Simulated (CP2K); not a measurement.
Band structure of BeS (F-43m, 2 atoms in the cell).

```yaml
crystal:
  lattice:
    - [3.38838, 0.00000, 0.00000]
    - [1.69419, 2.93442, 0.00000]
    - [1.69419, 0.97814, 2.76660]
  atoms:
    - { symbol: Be, position: [0.00000, 0.00000, 0.00000] }
    - { symbol: S, position: [0.75000, 0.75000, 0.75000] }
```

Computed with PBE, GPW, DZVP-MOLOPT-SR-GTH basis, GTH-PBE potentials (GTH_POTENTIALS) (CP2K).

Settings: CUTOFF = 600 Ry; REL_CUTOFF = 60 Ry; KPOINTS/SCHEME = MONKHORST-PACK 8 8 8; GAMMA_CENTERED = T; XC_FUNCTIONAL = PBE; Be/BASIS_SET = DZVP-MOLOPT-SR-GTH-q4; Be/POTENTIAL = GTH-PBE-q4; S/BASIS_SET = DZVP-MOLOPT-SR-GTH-q6; S/POTENTIAL = GTH-PBE-q6; METHOD = GPW; EPS_DEFAULT = 1e-10; EXTRAPOLATION = USE_GUESS; NGRIDS = 5; SCF_GUESS = ATOMIC.

The starting cell comes from a database of computed structures (which also holds hypothetical and non-ambient phases and stackings), without a prior relaxation at this level. Its lattice was rescaled by a random factor within 2.5 % of one. Values carry the incompleteness of an atom-centred basis.

Question: Predict the gap along the standard path and the places of the band edges.

Answer: The gap along the path is 4.23 eV, from Γ to a point between Γ and X; the smallest direct gap on it is 5.88 eV.

Levels in eV from the top of the valence band on the SCF mesh, bands 2 to 6:
```csv
point,2,3,4,5,6
Γ,-13.97,0.00,0.00,0.00,5.88
X,-11.60,-5.28,-2.84,-2.84,4.32
W,-11.55,-4.48,-4.10,-3.61,8.62
K,-11.62,-4.79,-4.37,-2.36,5.36
L,-12.22,-6.11,-1.12,-1.12,5.67
U,-11.62,-4.79,-4.37,-2.36,5.36
```

Higher empty bands are left out: an atom-centred basis made for the valence describes them poorly.
